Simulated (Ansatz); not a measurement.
Output of an Ansatz run (abridged):

```
WARN ansatz: RAYON_NUM_THREADS=1 ignored (pool sized by the plan → 1); use --threads N
Pseudopotentials: kind: paw
Pseudopotential: La, paw, valence charge 11
Pseudopotential: As, paw, valence charge 15
Crystal: 2 atoms, lattice volume = 60.427 Å³
Basis set: ecut = 420 eV, 1243 PW (Γ)
Bands: 17, of which v1, the nominal top of the filled ones, is band 13 counted from 1 (12 counted from 0)
Symmetry: 8 space group operations
Space group: I4mm (ITA 107), of the structure as read, at distance tolerance 3.9e-5 Å
k-points: 75 of 729 (time reversal used)
PAW frozen core: La, regenerated for the run's functional, and the local potential with it
PAW frozen core: As, regenerated for the run's functional, and the local potential with it
Initial density: superposition of atomic densities (neutral atoms: chi_scale 0, normalization atom), corrected by the library's trained network
Initial wavefunctions: pseudopotential atomic-orbital guess
Eigensolver: davidson
Functional: x = slater, c = lda
SCF iter   1: F=—  HF=-10852.815858 eV  |F-HF|=—  |Δ(HF+E_count)|=         —  Δρ=4.20e-3  dr2=5.23e-3  ethr=1.77e-3  ⟨swp⟩=4.0  Hψ=5111  notcnv=0
all-band conjugate gradients solve this SCF's bands
preconditioner: auto → Kerker (q_TF=auto, 2.371 Å⁻¹)
SCF iter   2: F=—  HF=-10852.813552 eV  |F-HF|=—  |Δ(HF+E_count)|=   2.31e-3  Δρ=2.24e-3  dr2=1.52e-3  ethr=2.01e-5  ⟨swp⟩=2.0  Hψ=2775  notcnv=0
SCF iter   3: F=—  HF=-10852.813278 eV  |F-HF|=—  |Δ(HF+E_count)|=   2.75e-4  Δρ=3.56e-4  dr2=5.78e-5  ethr=5.85e-6  ⟨swp⟩=3.0  Hψ=2182  notcnv=0
SCF iter   4: F=—  HF=-10852.813273 eV  |F-HF|=—  |Δ(HF+E_count)|=   4.84e-6  Δρ=7.65e-5  dr2=3.69e-6  ethr=2.22e-7  ⟨swp⟩=2.1  Hψ=1391  notcnv=0
SCF iter   5: F=—  HF=-10852.813273 eV  |F-HF|=—  |Δ(HF+E_count)|=   2.18e-8  Δρ=2.30e-5  dr2=2.77e-7  ethr=1.42e-8  ⟨swp⟩=2.1  Hψ=1970  notcnv=0
SCF iter   6: F=—  HF=-10852.813273 eV  |F-HF|=—  |Δ(HF+E_count)|=   6.72e-8  Δρ=7.00e-6  dr2=2.30e-8  ethr=3.85e-10  ⟨swp⟩=6.5  Hψ=6497  notcnv=0
SCF iter   7: F=-10852.813273 eV  HF=-10852.813273 eV  |F-HF|=5.32e-9  |Δ(HF+E_count)|=   3.80e-8  Δρ=3.15e-6  dr2=5.70e-9  ethr=8.84e-11  ⟨swp⟩=4.9  Hψ=5434  notcnv=0
SCF 1 converged in 7 iterations: F = -10852.813273 eV  dr2 = 5.70e-9
SCF converged after 7 iterations
Free energy (F): -10852.813273 eV
Harris-Foulkes:  -10852.813273 eV  (|F-HF|=5.32e-9)
Internal energy: -10852.812421 eV  (E = F + TS)
E sigma→0 (E₀):  -10852.812847 eV
Entropy (-TS):   -0.000852 eV (-0.426 meV/atom)
Fermi energy:    9.225535 eV
--- Per-component energies (eV) ---
  E_band       = -287.489236
  E_kinetic    = 294.210665
  E_local      = -2290.720890  (includes V_loc(G=0)·N_el)
  E_nonlocal   = -565.796041
  E_hartree    = 1171.138515
  E_xc         = -216.973617
  E_vxc        = -226.542632  (∫ρ·V_xc dr)
  E_paw        = -6998.068304  (= ΣΔE_a)
  E_vpaw       = 159.081893  (= ΣTr[D̂ρ^β])
  E_aug_tail   = 0.000009  (compensation charges beyond the density's cutoff)
  E_ewald      = -2249.000704
  E_core_change = 2.397946  (= ΣΔE_core)
  E_smearing   = -0.000852  (= −TS)
  E_closure    = 0.000000  (closes the sum)
  Σ components = -10852.813273   (vs F -10852.813273, Δ=0.00e0)
--- Forces (eV/Å), atoms counted from 1 ---
  atom   1  La     0.00000000     0.00000000    -0.10013157
  atom   2  As     0.00000000     0.00000000     0.10013080
  max |Σ_I F_I| component: 7.77e-7 eV/Å
--- Stress (GPa, compression-positive) ---
       -5.162768       0.000000       0.000000
        0.000000      -5.162768      -0.000000
        0.000000       0.000000      -5.004975
  P = ⅓ Tr σ = -5.1102 GPa (-51.102 kbar)
  The stress holds the Pulay correction. Without it, at fixed plane waves, as pw.x and ABINIT print it: P = -5.1245 GPa
--- Band table (eV; the first three rows and the last of 75) ---
  k-point 0: bands = ["-24.8877", "-24.8872", "-24.8771", "-24.8767", "-24.8767", "-22.9758", "-6.4744", "-6.4728", "-6.4728", "-0.6199", "9.2960", "9.2960", "9.2968", "10.8284", "10.8348", "10.8348", "11.3516"]
  k-point 1: bands = ["-24.8877", "-24.8872", "-24.8771", "-24.8766", "-24.8766", "-22.9722", "-6.5413", "-6.4772", "-6.4764", "-0.4865", "8.6778", "8.9627", "8.9730", "10.7896", "10.9646", "10.9670", "11.5030"]
  k-point 2: bands = ["-24.8878", "-24.8873", "-24.8770", "-24.8766", "-24.8765", "-22.9630", "-6.7038", "-6.4862", "-6.4853", "-0.1462", "7.6256", "8.3701", "8.3753", "10.8185", "11.2327", "11.2337", "11.6590"]
  k-point 74: bands = ["-24.8911", "-24.8875", "-24.8772", "-24.8761", "-24.8761", "-22.9299", "-6.8249", "-6.6482", "-6.6079", "-0.1902", "8.0671", "8.4197", "8.8072", "9.6270", "11.5504", "11.5791", "11.6445"]
```

The structure:

```xyz
2
Lattice="0.0000 3.1146 3.1146 3.1146 0.0000 3.1146 3.1146 3.1146 0.0000" Properties=species:S:1:pos:R:3 pbc="T T T"
La     0.0000     0.0000     0.0500
As     3.1146     3.1146     3.1146
```

**Question.** Write an input that gives this output.

**Answer.** Other spellings and defaults could give the same log, and not every line can be read from it. The input that was run (DFT, LDA (PW92), plane waves, default PAW files made with PBE):

Ansatz 0.2 input:
```yaml
crystal:
  lattice:
    - [0.000000, 3.114580, 3.114580]
    - [3.114580, 0.000000, 3.114580]
    - [3.114580, 3.114580, 0.000000]
  atoms:
    - { symbol: La, position: [0.008027, 0.008027, -0.008027] }
    - { symbol: As, position: [0.500000, 0.500000, 0.500000] }
basis:
  ecutwfc: 420.0
kpoints:
  mp_grid: { grid: [9, 9, 9] }
hamiltonian:
  xc: lda
  pseudopotentials: { kind: paw }
scf:
  occupations: { method: gaussian, width: 0.1 }
output:
  forces: true
  eigenvalues: true
  stress: true
```

The starting cell comes from a database of computed structures (which also holds hypothetical and non-ambient phases and stackings), without a prior relaxation at this level. Its lattice was rescaled by up to half a per cent. One atom was moved a little off its site on purpose. With a pressure of about -5 GPa the cell is away from its equilibrium volume at this level. Ansatz's pressure includes its estimate of the finite-basis (Pulay) stress.

Ansatz is a program for electronic structure.
